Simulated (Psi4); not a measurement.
Psi4 1.11, MP2/cc-pvdz, freeze_core True: Ge(Cl)(OSiMe3)3 (C[Si](C)(C)[O][Ge]([Cl])([O][Si](C)(C)C)[O][Si](C)(C)C), 44 atoms. The geometry is a generated start, not checked to be a minimum at this level.

* **task**: energy
* **method**: mp2
* **basis**: cc-pvdz
* **freeze_core**: true
* **scf_type**: df (default)
* **guess**: auto, which took SAD (default)
* **diis_max_vecs**: 10 (default)
* **scf_initial_accelerator**: adiis (default)
* **e_convergence**: 1e-08 (default)
* **d_convergence**: 1e-08 (default)
* **basis functions**: 402

On 4 threads. Build: conda-forge: OpenMP (LLVM), MKL, Libint2. Single runs; times are not shown.

Values of memory tried: 8 GB, 4 GB, 2 GB, 1 GB, 0.5 GB, 0.3 GB.

### Question
What happens as the memory setting falls?

### Answer
It runs down to 0.3 GB, the lowest tried, with the same result. At 8 GB: SCF: fitted integrals in core. From 1 GB down: SCF: fitted integrals on disk.

```tsv
memory	path	peak memory
8 GB	SCF: fitted integrals in core	3.4 GiB
4 GB	SCF: fitted integrals in core	3.1 GiB
2 GB	SCF: fitted integrals in core	2.3 GiB
1 GB	SCF: fitted integrals on disk	1.5 GiB
0.5 GB	SCF: fitted integrals on disk	1.1 GiB
0.3 GB	SCF: fitted integrals on disk	0.91 GiB
```

Peak memory is the kernel's count for the largest process, libraries included and scratch files not. The peak passes the setting at 2 GB, 1 GB, 0.5 GB, 0.3 GB: it is no hard cap.
